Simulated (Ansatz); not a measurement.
Fermi-surface data of ZrAl3 (Pm-3m)

Data:

```yaml
crystal:
  lattice:
    - [4.07153, 0.00000, 0.00000]
    - [0.00000, 4.07153, 0.00000]
    - [0.00000, 0.00000, 4.07153]
  atoms:
    - { symbol: Zr, position: [0.00000, 0.00000, 0.00000] }
    - { symbol: Al, position: [0.00000, 0.50000, 0.50000] }
    - { symbol: Al, position: [0.50000, 0.00000, 0.50000] }
    - { symbol: Al, position: [0.50000, 0.50000, 0.00000] }
```

Level of theory: PBEsol, rigid bands (plane waves, PAW, scalar-relativistic; Ansatz, a first-principles code). Cell: cell and atoms relaxed with PBEsol.

The density of states at the Fermi level is 1.70 states/(eV·cell), both spins and the bare Sommerfeld coefficient is 1.00 mJ/(mol of atoms·K²). The drude plasma energy is 6.7 eV, the root-mean-square Fermi velocity is 8.3e5 m/s and the resistivity times τ is 10.8 ×10⁻²² Ω·m·s.

A metal at this level (no band gap); rigid bands, thermally averaged at 300 K, both spins. Spin-orbit coupling is left out. τ is one relaxation time for all states.

Computed structure with no diffraction record at hand here (it may be known, metastable or hypothetical): ZrAl3 (Pm-3m).
